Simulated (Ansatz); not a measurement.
The cell is built on a prototype and need not be the phase stable at ambient conditions.

By PBEsol, the system below comes out a metal.

The ballistic (Sharvin) conductance counts the channels at the Fermi level: G/A = (e²/h) × channels of both spins per area.

Input:

```xyz
3
Lattice="3.1611 0.0000 0.0000 0.0000 5.9443 0.0000 1.5806 2.9721 1.5806" Properties=species:S:1:pos:R:3 pbc="T T T"
Ti     0.0000     0.0000     0.0000
B      0.0000     3.7561     0.0000
B      0.0000     2.1882     0.0000
```

Space group of this cell: I4/mmm. The cell was relaxed by PBE-D3(BJ); by PBEsol its mean pressure is 1.2 GPa.

The current flows along the normal of the first two printed cell vectors. No spin-orbit coupling; the value is a mean over 0.1 eV about the Fermi level.

Estimate the ballistic conductance per area that Ansatz (an electronic-structure program) with PBEsol returns for this system.

0.94 × 10¹⁵ S/m² for both spins.
